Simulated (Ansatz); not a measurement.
Base system: Y in the hcp (Mg type) structure (space group P6_3/mmc, No. 194; a = 3.599 Å, c = 5.587 Å).

One thing is altered: full substitution Y → Sc, then cell and atoms are relaxed.

Levels (all Ansatz, a program for electronic structure, PAW): PBEsol (420 eV, no spin-orbit coupling); r2SCAN (500 eV, spin-orbit coupling left out).

The geometry is relaxed with PBEsol.

* **PBEsol pressure**: 0.0 GPa

Q: Predict the pressure from r2SCAN.

A: The pressure goes from zero to 3.1 GPa.

Single points use the geometry relaxed with PBEsol. Their cutoffs differ, which shifts pressures a little. Stability against distortions was not tested. The final runs are not spin-polarised.
